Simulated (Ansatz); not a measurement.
The parent structure is CdSe in the zinc blende structure (space group F-43m, No. 216).

```
CELL_PARAMETERS angstrom
      0.00000     3.04091     3.04091
      3.04091     0.00000     3.04091
      3.04091     3.04091     0.00000
ATOMIC_POSITIONS crystal
  Se 0.75000 0.75000 0.75000
  Cd 0.00000 0.00000 0.00000
```

Cartesian axes are those of the cell as printed.

Method: Kohn–Sham DFT with the PBEsol functional, run in Ansatz (a first-principles code) with PAW and 420 eV plane waves, no spin-orbit coupling.

Strains are applied to the cell and any free atomic positions relax; under biaxial strain the out-of-plane vector relaxes too.

One change was made to it. Results:

| quantity | base | after |
|---|---|---|
| pressure | 0.00 GPa | 3.59 GPa |
| gap character | direct at Γ | direct at Γ |
| band gap | 0.48 eV | 0.60 eV |

Problem. Which change produced these results?
A. isotropic strain +1.21 %
B. isotropic strain −1.98 %
C. biaxial strain −1.51 %, plane normal [110], relaxed out of plane

Solution. B, isotropic strain −1.98 %. For comparison, the band gap in the other runs: biaxial strain −1.51 %, plane normal [110], relaxed out of plane gives 0.45 eV; isotropic strain +1.21 % gives 0.41 eV.

Whether these cells are dynamically stable was not tested. k-point labels follow each cell's own Brillouin zone.
